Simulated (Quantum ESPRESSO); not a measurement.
A self-consistent single point of Cr (P-3m1, 2 atoms in the cell) with Quantum ESPRESSO.

Method of the run: LDA (PZ), PSlibrary PAW (LDA) pseudopotentials (plane waves; Quantum ESPRESSO 7.5).

```
CELL_PARAMETERS angstrom
      2.43626     0.00000     0.00000
     -1.21813     2.10986     0.00000
      0.00000     0.00000     4.46821
ATOMIC_POSITIONS crystal
  Cr 0.33333 0.66667 0.26119
  Cr 0.66667 0.33333 0.75000
```

Reference input (self-consistent single point, DFT, LDA (PZ), plane waves, PSlibrary PAW (LDA) pseudopotentials): ecutwfc = 55 Ry; ecutrho = 495 Ry; occupations = smearing; smearing = gaussian; degauss = 0.0073499 Ry; potentials = {Cr: Cr.pz-spn-kjpaw_psl.1.0.0.UPF}; K_POINTS = automatic 5 5 3 0 0 0; conv_thr = 1e-10 Ry; mixing_beta = 0.7. This run's input differs from it in these lines:

```diff
@@ -15,4 +15,4 @@
     ntyp = 1,
-    ecutwfc = 55,
-    ecutrho = 495,
+    ecutwfc = 19,
+    ecutrho = 171,
     occupations = 'smearing',
```

Log, with long lists cut:

```
     Self-consistent Calculation

     iteration #  1     ecut=    19.00 Ry     beta= 0.70

---- Real-time Memory Report at c_bands before calling an iterative solver
            64 MiB given to the printing process from OS
            14 MiB allocation reported by mallinfo(arena+hblkhd)
------------------

     negative rho (up, down):  1.731E-02 0.000E+00

     total energy              =    -476.39026302 Ry
     estimated scf accuracy    <       4.02955521 Ry

     iteration #  2     ecut=    19.00 Ry     beta= 0.70

---- Real-time Memory Report at c_bands before calling an iterative solver
   [... lines left out ...]
------------------

     negative rho (up, down):  3.858E+02 0.000E+00

     total energy              =    8497.34103394 Ry
     estimated scf accuracy    <    9040.50512479 Ry

     iteration #100     ecut=    19.00 Ry     beta= 0.70

---- Real-time Memory Report at c_bands before calling an iterative solver
            67 MiB given to the printing process from OS
            30 MiB allocation reported by mallinfo(arena+hblkhd)
------------------

     negative rho (up, down):  3.843E+02 0.000E+00

     total energy              =    8688.83573817 Ry
     estimated scf accuracy    <    9044.08275776 Ry
     End of self-consistent calculation

     convergence NOT achieved after 100 iterations: stopping

   JOB DONE.
```

The run ended unconverged after 100 iterations. 

The starting cell comes from a database of computed structures (which also holds hypothetical and non-ambient phases and stackings), without a prior relaxation at this level. Its lattice was rescaled by up to half a per cent. One atom was moved a little off its site on purpose.

Cost on one core of a shared machine: roughly 30 s.
